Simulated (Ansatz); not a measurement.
**Relaxation of the atoms of Sr4N3 (C2/m, 7 atoms in the cell) at several settings**

```yaml
crystal:
  lattice:
    - [6.80469, -1.95773, 0.00000]
    - [6.80469, 1.95773, 0.00000]
    - [-2.91135, 0.00000, 5.87875]
  atoms:
    - { symbol: Sr, position: [0.36850, 0.36850, 0.55457] }
    - { symbol: Sr, position: [0.63150, 0.63150, 0.44543] }
    - { symbol: Sr, position: [0.86235, 0.86235, 0.00280] }
    - { symbol: Sr, position: [0.13765, 0.13765, 0.99720] }
    - { symbol: N, position: [0.22484, 0.22484, 0.71155] }
    - { symbol: N, position: [0.77516, 0.77516, 0.28845] }
    - { symbol: N, position: [0.50000, 0.50000, 0.00000] }
```

Base: Ansatz (a first-principles code) with LDA (PW92), default PAW files made with PBE. Its settings: basis.ecutwfc = 30.9 Ry; kpoints.mp_grid.grid = 5 5 3; hamiltonian.xc = lda; hamiltonian.pseudopotentials = {kind: paw} (the program's default PAW files); scf.occupations.method = methfessel_paxton; scf.occupations.width = 0.0073 Ry. Starting volume 22.38 Å³ per atom.

Each line gives the change from the base single point and the result:

- atoms moved at random; scf.convergence.dr2_threshold: default (1e-07 eV) → 0.001 eV; relax: default → atoms; relax.f_tol: default → 0.03 eV/Å: pressure -4.83 GPa; largest force (vector length) 0.018 eV/Å; relaxation steps 5; free energy against the base single point -7.0 meV/atom.
- relax: default → atoms: pressure -4.82 GPa; largest force (vector length) 0.004 eV/Å; relaxation steps 7; free energy against the base single point -7.0 meV/atom.
- atoms moved at random; relax: default → atoms; relax.f_tol: default → 0.005 eV/Å: pressure -4.81 GPa; largest force (vector length) 0.001 eV/Å; relaxation steps 5; free energy against the base single point -7.0 meV/atom.

The starting cell comes from a database of computed structures (which also holds hypothetical and non-ambient phases and stackings), without a prior relaxation at this level. Ansatz's pressure includes its estimate of the finite-basis (Pulay) stress.

Keys are those of Ansatz 0.2.
